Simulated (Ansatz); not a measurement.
For TiSi2 (model structure, started from the fluorite type, Fm-3m, No. 225, 3 atoms in the cell), PBE in Ansatz (PAW) gives:

- equilibrium lattice constant a: 5.948 Å
- formation enthalpy: 0.146 eV/atom

Question: What does PBE-D3(BJ) (Ansatz, a first-principles code, PAW) give for the same quantities?

Answer: 
- lattice constant a: 5.854 Å (drops by 1.6 %)
- formation enthalpy: 0.119 eV/atom (shrinks by 0.027 eV/atom)

Changes are worked out from the printed values.

Unless a cell is named, each level is at its own relaxed cell (PBE 17.53, PBE-D3(BJ) 16.72 Å³/atom).

Ansatz's density-functional and Hartree–Fock values are scalar-relativistic unless marked +SOC, with PAW data made under PBE.

A model structure was made by putting elements into a prototype or built by hand; it is no filed structure, need not be a known phase, and can be a saddle point held by its symmetry.
